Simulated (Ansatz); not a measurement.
## Hypothetical zinc blende TlBr, element substitutions

Start from TlBr in the zinc blende structure (space group F-43m, No. 216; a = 7.504 Å; a hypothetical phase, not in the database extracts checked).

Each row replaces one element on all its sites; cell and atoms are relaxed.

Method: Ansatz (a program for electronic structure), PBE, PAW, cutoff 420 eV, no spin-orbit coupling, earlier PAW set.

| case | band gap | density | shortest interatomic distance |
|---|---|---|---|
| base | 2.96 eV | 4.47 g/cm³ | 3.249 Å |
| Tl → Bi | zero | 5.18 g/cm³ | 3.109 Å |
| Tl → Ti | zero | 3.96 g/cm³ | 2.591 Å |
| Tl → B | 0.82 eV | 2.69 g/cm³ | 2.631 Å |

The magnetic state is the one reached from the starting moments; the real material's order can differ, and small cells can't hold many antiferromagnetic ones. With Bi and Tl present, leaving out spin-orbit coupling can change the band edges. No phonon test of stability was made. As relaxed here, BiBr, TiBr and BBr are hypothetical phases, not in the database extracts checked. No Hubbard U is applied, and correlation can decide whether such a compound is a metal. Spin-polarised in the final run: TiBr; the other runs are not.
